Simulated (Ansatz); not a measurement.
**MgO, response to strain**

The reference is MgO in the rock salt structure (space group Fm-3m, No. 225; a = 4.215 Å). Axes: x, y, z lie along the cube axes.

Strains are applied to the cell and any free atomic positions relax; under biaxial strain the out-of-plane vector relaxes too; under stress the whole cell relaxes.

All numbers come from Ansatz (a quantum-chemistry and plane-wave program), PBEsol, PAW, cutoff 420 eV, no spin-orbit coupling, earlier PAW set.

Notes on the quantities. energy relative to the base: free energy F.

```tsv
change	energy relative to the base	volume per atom	band gap
base	0 meV/atom	9.36 Å³	4.62 eV
biaxial strain −2.45 %, plane normal [001], relaxed out of plane	+13 meV/atom	9.05 Å³	4.89 eV
biaxial strain −2.34 %, plane normal [110], relaxed out of plane	+13 meV/atom	9.02 Å³	4.82 eV
biaxial strain +1.98 %, plane normal [110], relaxed out of plane	+8.3 meV/atom	9.66 Å³	4.22 eV
biaxial strain −1.03 %, plane normal [111], relaxed out of plane	+2.5 meV/atom	9.20 Å³	4.75 eV
biaxial strain +2.47 %, plane normal [111], relaxed out of plane	+13 meV/atom	9.74 Å³	4.08 eV
isotropic strain +0.91 %	+3.3 meV/atom	9.62 Å³	4.36 eV
uniaxial strain ε_yy = +0.35 %	+0.1 meV/atom	9.39 Å³	4.58 eV
uniaxial stress, 8 GPa compression along z	+6.1 meV/atom	9.23 Å³	4.72 eV
tensor shear ε_yz = −0.30 %	+0.2 meV/atom	9.36 Å³	4.60 eV
```

A biaxial case was relaxed in a doubled cell and then solved in the primitive one. Beyond what the load breaks, stability against distortions was not tested.
